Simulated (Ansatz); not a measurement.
The starting structures come from a database of crystals and need not be the phases stable at ambient conditions.

The decay constant κ of evanescent states in the gap governs leakage through a thin film.

Input:

```xyz
4
Lattice="3.8860 0.0000 0.0000 -1.9430 3.3654 0.0000 1.9430 1.1218 6.6237" Properties=species:S:1:pos:R:3 pbc="T T T"
Ga     0.0000     2.2436     2.0276
Ga     3.8860     2.2436     4.5961
P      1.9430     3.3654     1.1403
P      1.9430     1.1218     5.4834
```

Space group of this cell: R-3m. The cell is strained (lengths along the current scaled by 1.03, ions clamped); by r2SCAN its mean pressure is -4.4 GPa.

Transport runs along the normal of the first two printed cell vectors, the (001) (indices of the unstrained crystal) plane of the conventional cell.

No gap correction and no spin-orbit coupling; mid-gap values are interpolated between computed energies.

Task: Estimate the band gap and the smallest decay constant κ at mid-gap that r2SCAN (Ansatz, a program for electronic structure) returns for this system.

Result: Gap 0.91 eV on a 10×10×10 mesh; κ = 0.077 1/Å, at the zone centre.
